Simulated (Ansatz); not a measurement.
Armchair WS2 nanoribbon, N = 11, bare edges

Levels: PBE (plane waves to 420 eV, PAW; Ansatz, a first-principles code); Ansatz with PBE with spin-orbit coupling; r2SCAN (plane waves to 500 eV, PAW; Ansatz). Unmarked values and the geometry are of the first. Mesh 1×1×6. No spin polarisation, so a magnetic state wasn't tested. Periodic along z alone, with about 11 Å of vacuum beside it. An idealised model, cut from the flat sheet. Symmetry and one short period hold its shape; lower forms weren't sought. Values not marked SOC lack spin–orbit coupling.

| Item | Result |
|---|---|
| period along the axis (33 atoms) | 5.492 Å |
| largest distance between nuclei across the axis | 16.46 Å |
| edge energy against the flat WS2 sheet, per length of one edge | +0.758 eV/Å |
| PBE gap | 0.50 eV, direct at Γ |
| electron mass along the axis (PBE) | 0.85 mₑ |
| hole mass along the axis (PBE) | 1.9 mₑ |
| PBE+SOC gap at this geometry | 0.45 eV |
| r2SCAN gap at this geometry | 0.68 eV |

```yaml
crystal:
  lattice:
    - [27.00000, 0.00000, 0.00000]
    - [0.00000, 14.50000, 0.00000]
    - [0.00000, 0.00000, 5.49157]
  atoms:
    - { symbol: S, position: [0.20099, 0.39035, 0.65625] }
    - { symbol: W, position: [0.21464, 0.50000, 0.36533] }
    - { symbol: S, position: [0.20099, 0.60965, 0.65625] }
    - { symbol: S, position: [0.26475, 0.38719, 0.15767] }
    - { symbol: W, position: [0.25994, 0.50000, 0.84432] }
    - { symbol: S, position: [0.26475, 0.61281, 0.15767] }
    - { symbol: S, position: [0.32128, 0.39431, 0.66741] }
    - { symbol: W, position: [0.32251, 0.50000, 0.32526] }
    - { symbol: S, position: [0.32128, 0.60569, 0.66741] }
    - { symbol: S, position: [0.38212, 0.39125, 0.16685] }
    - { symbol: W, position: [0.38200, 0.50000, 0.83421] }
    - { symbol: S, position: [0.38212, 0.60875, 0.16685] }
    - { symbol: S, position: [0.44075, 0.39126, 0.66713] }
    - { symbol: W, position: [0.44088, 0.50000, 0.33400] }
    - { symbol: S, position: [0.44075, 0.60874, 0.66713] }
    - { symbol: S, position: [0.50000, 0.39175, 0.16683] }
    - { symbol: W, position: [0.50000, 0.50000, 0.83217] }
    - { symbol: S, position: [0.50000, 0.60825, 0.16683] }
    - { symbol: S, position: [0.55925, 0.39126, 0.66713] }
    - { symbol: W, position: [0.55912, 0.50000, 0.33400] }
    - { symbol: S, position: [0.55925, 0.60874, 0.66713] }
    - { symbol: S, position: [0.61788, 0.39125, 0.16685] }
    - { symbol: W, position: [0.61800, 0.50000, 0.83421] }
    - { symbol: S, position: [0.61788, 0.60875, 0.16685] }
    - { symbol: S, position: [0.67872, 0.39431, 0.66741] }
    - { symbol: W, position: [0.67749, 0.50000, 0.32526] }
    - { symbol: S, position: [0.67872, 0.60569, 0.66741] }
    - { symbol: S, position: [0.73525, 0.38719, 0.15767] }
    - { symbol: W, position: [0.74006, 0.50000, 0.84432] }
    - { symbol: S, position: [0.73525, 0.61281, 0.15767] }
    - { symbol: S, position: [0.79901, 0.39035, 0.65625] }
    - { symbol: W, position: [0.78536, 0.50000, 0.36533] }
    - { symbol: S, position: [0.79901, 0.60965, 0.65625] }
```
